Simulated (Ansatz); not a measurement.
The parent structure is BeSe in the zinc blende structure (space group F-43m, No. 216).

```yaml
crystal:
  lattice:
    - [0.00000, 2.54081, 2.54081]
    - [2.54081, 0.00000, 2.54081]
    - [2.54081, 2.54081, 0.00000]
  atoms:
    - { symbol: Be, position: [0.00000, 0.00000, 0.00000] }
    - { symbol: Se, position: [0.25000, 0.25000, 0.25000] }
```

Cartesian axes are those of the cell as printed.

All numbers come from Kohn–Sham DFT with the LDA functional, run in Ansatz (a quantum-chemistry and plane-wave program) with PAW and 420 eV plane waves, without spin-orbit coupling.

Before the change:

| Item | Result |
|---|---|
| Valence-band top at Γ | 0.00, 0.00, 0.00 eV |
| Electron mass | 0.83 mₑ along k, 0.26 mₑ across (at X) |

Modification: uniaxial strain ε_zz = +2.50 %, all other strain components held at zero, atoms relaxed at fixed cell.

Estimate the effect on the valence-band top at Γ.

The valence-band top at Γ (three highest levels, from the VBM) changes from 0.00, 0.00, 0.00 eV to 0.00, 0.00, -0.14 eV.

How does this affect the stress?

The stress (xx, yy, zz, yz, xz, xy; compression positive) amounts to (-1.30, -1.30, -3.37, 0.00, 0.00, 0.00) GPa.

Predict the new electron mass.

The electron mass goes from 0.83 mₑ along k, 0.26 mₑ across (at X) to 0.83 mₑ along k, 0.27 mₑ across (at X).

The levels and masses belong to the bands next to the band gap. Effective masses come from finite differences of ±0.01 Å⁻¹. Along k means along the line from Γ to the band edge. Stability against distortions was not tested.
